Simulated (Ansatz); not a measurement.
V2O5 (Pmmn, No. 59, 14 atoms in the cell; start mp-624689) was calculated with r²SCAN+rVV10 in Ansatz (plane waves, PAW).

Numerical settings: plane-wave cutoff 500 eV, 14×4×8 k mesh (along the axes of the cell as run), Fermi–Dirac smearing 0.05 eV, no spin polarisation, scalar-relativistic PAW data made under PBE.

Cell (relaxed at this level):

```cif
data_O10V4
_chemical_formula_sum 'V4 O10'
_space_group_name_H-M_alt 'Pmmn :1'
_space_group_IT_number 59
_space_group_name_Hall 'P 2 2ab -1ab'
_cell_length_a 2.85885
_cell_length_b 10.89046
_cell_length_c 5.61127
_cell_angle_alpha 90.000
_cell_angle_beta 90.000
_cell_angle_gamma 90.000
loop_
_space_group_symop_operation_xyz
  'x, y, z'
  '-x, -y, z'
  'x+1/2, -y+1/2, -z'
  '-x+1/2, y+1/2, -z'
  '-x+1/2, -y+1/2, -z'
  'x+1/2, y+1/2, -z'
  '-x, y, z'
  'x, -y, z'
loop_
_atom_site_label
_atom_site_type_symbol
_atom_site_symmetry_multiplicity
_atom_site_Wyckoff_symbol
_atom_site_fract_x
_atom_site_fract_y
_atom_site_fract_z
_atom_site_occupancy
V1 V 4 e 0.00000 0.66022 0.66019 1
O1 O 4 e 0.00000 0.16103 0.15009 1
O2 O 4 e 0.00000 0.17410 0.59650 1
O3 O 2 b 0.50000 0.00000 0.40080 1
```

Question: Give the computed band gap.

Answer: 
band gap: 1.69 eV (on the SCF k mesh)

Note: the relaxation could not lower the start's symmetry, so the cell can be a saddle point above a distorted one.

Static lattice: no zero-point or thermal effects.

Computing time: around 50 core-minutes (rough).

A start named mp-… is a Materials Project structure, which need not be a measured phase.

Ansatz is a quantum-chemistry and plane-wave program.
